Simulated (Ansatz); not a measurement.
```
CELL_PARAMETERS angstrom
      4.46492     0.00000     0.00000
     -2.23246     3.86673     0.00000
      0.00000     0.00000     9.75823
ATOMIC_POSITIONS crystal
  Hg 0.75964 0.00000 0.66667
  Hg 0.00000 0.75964 0.33333
  Hg 0.24036 0.24036 0.00000
  S  0.44846 0.00000 0.16667
  S  0.00000 0.44846 0.83333
  S  0.55154 0.55154 0.50000
```

No spin polarisation.

1.18 holes added to each cell, a density of 7.0×10^21 cm⁻³, with a uniform compensating background at fixed cell and a 300 K Fermi–Dirac width.

Calculations: PBE, PAW, 420 eV (Ansatz, a program for electronic structure; no SOC). k-mesh 12×12×5 (Γ-centred); smearing 0.0259 eV (Fermi–Dirac).

Question: Predict the gap character and gap between the host's bands.

Answer: Gap character: indirect, Γ–A (67 % along) → Γ
Gap between the host's bands: 1.95 eV

Carriers are added with a uniform compensating background; total energy and stress of such cells depend on the potential's zero and are not compared; many-body gap narrowing is missing at this level. Spin-orbit coupling, missing from the scalar runs, can matter with Hg. Stability against distortions was not tested. The cell was made from HgS (space group P3_221, No. 154; made of chains) by this change: holes 7.0×10^21 cm⁻³. No dispersion term is included, though the crystal is made of layers, chains or molecules, so its spacings can come out too wide.
